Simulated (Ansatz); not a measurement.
The starting structures come from a database of crystals and need not be the phases stable at ambient conditions.

Given:

```
CELL_PARAMETERS angstrom
      3.84172     0.00000     0.00000
      0.00000     6.33293     0.00000
      1.92086     0.00000     3.32703
ATOMIC_POSITIONS crystal
  Ga 0.66667 0.49995 0.66667
  Ga 0.33333 0.99995 0.33333
  P  0.66667 0.12605 0.66667
  P  0.33333 0.62605 0.33333
```

Space group of this cell: P6_3mc, wurtzite. The cell is taken as given.

Transport runs along the normal of the first two printed cell vectors, the (100) plane of the conventional cell.

No gap correction and no spin-orbit coupling; mid-gap values are interpolated between computed energies.

Task: Estimate the band gap and the smallest decay constant κ at mid-gap that r2SCAN (Ansatz, an electronic-structure program) returns for this system.

Result: Gap 1.74 eV on a 10×6×10 mesh; κ = 0.136 1/Å, at the zone centre.
